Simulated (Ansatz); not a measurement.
Response to strain in ZnS

The parent structure is ZnS in the zinc blende structure (space group F-43m, No. 216; a = 5.389 Å). Axes: x, y, z lie along the cube axes.

Strains are applied to the cell and any free atomic positions relax; under biaxial strain the out-of-plane vector relaxes too.

Method: r2SCAN, PAW, 500 eV (Ansatz, a first-principles code; spin-orbit coupling left out).

Candidates:
(a) biaxial strain +1.25 %, plane normal [111], relaxed out of plane
(b) biaxial strain +2.50 %, plane normal [111], relaxed out of plane
(c) biaxial strain +0.42 %, plane normal [111], relaxed out of plane

For the base:

- Band gap: 2.70 eV

**Question.** Order them by band gap, lowest first.

**Answer.** (b) biaxial strain +2.50 %, plane normal [111], relaxed out of plane (2.40 eV), (a) biaxial strain +1.25 %, plane normal [111], relaxed out of plane (2.55 eV), (c) biaxial strain +0.42 %, plane normal [111], relaxed out of plane (2.65 eV)

Whether these cells are dynamically stable was not tested.
